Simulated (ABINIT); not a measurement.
Band structure of GaP (F-43m, 2 atoms in the cell).

```
CELL_PARAMETERS angstrom
      0.00000     2.77978     2.77978
      2.77978     0.00000     2.77978
      2.77978     2.77978     0.00000
ATOMIC_POSITIONS crystal
  Ga 0.00000 0.00000 0.00000
  P  0.25000 0.25000 0.25000
```

Computed with PBE, norm-conserving pseudopotentials (PseudoDojo nc-sr-05 PBE standard) (plane waves; ABINIT).

Settings: pseudos = [Ga.upf, P.upf]; ecut = 80 Ry; occopt = 1; ngkpt = 5 5 5; nshiftk = 1; shiftk = 0 0 0; potentials = PseudoDojo nc-sr-05 PBE standard; kptopt = 1; nstep = 60; tolvrs1 = 1e-10; ndtset = 2; getden2 = 1; iscf2 = -2.

The starting cell comes from a database of computed structures (which also holds hypothetical and non-ambient phases and stackings), without a prior relaxation at this level. Its lattice was rescaled by a random factor within 2.5 % of one.

Task: Predict the gap along the standard path and the places of the band edges.

Result: The gap along the path is 1.33 eV, direct at Γ to within 0.01 eV.

Levels in eV from the top of the valence band on the SCF mesh, bands 6 to 13:
```tsv
point	6	7	8	9	10	11	12	13
Γ	-12.07	0.00	0.00	0.00	1.33	3.89	3.89	3.89
X	-9.37	-6.49	-2.49	-2.49	1.76	1.86	10.13	10.13
W	-9.29	-6.31	-3.31	-3.15	4.59	4.68	5.91	6.15
K	-9.40	-6.30	-3.64	-2.09	2.23	4.68	8.00	8.02
L	-10.19	-6.31	-1.04	-1.04	1.48	4.72	4.72	8.15
U	-9.40	-6.30	-3.64	-2.09	2.23	4.68	8.00	8.02
```
